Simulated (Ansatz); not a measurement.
**HfAu (P4/nmm, No. 129; cell taken from a computed entry)**

The numbers are results of LDA in Ansatz (plane waves, PAW), not measurements.

Settings: plane-wave cutoff 500 eV, 16×16×10 k mesh (along the axes of the cell as run), Fermi–Dirac smearing 0.1 eV, scalar-relativistic PAW data made under PBE.

Cell: relaxed at this level.

For HfAu (P4/nmm, No. 129; cell taken from a computed entry), the volume per atom is 18.33 Å³/atom. The lattice parameter a is 3.435 Å and the c axis length is 6.214 Å. The band gap comes out as none.

Note: the relaxation could not lower the start's symmetry, so the cell can be a saddle point above a distorted one.

Spin–orbit coupling is not included; it can shift volumes and moduli of such heavy elements.

The computed numbers hold no vibrational or temperature effects.

Ansatz is an electronic-structure program.
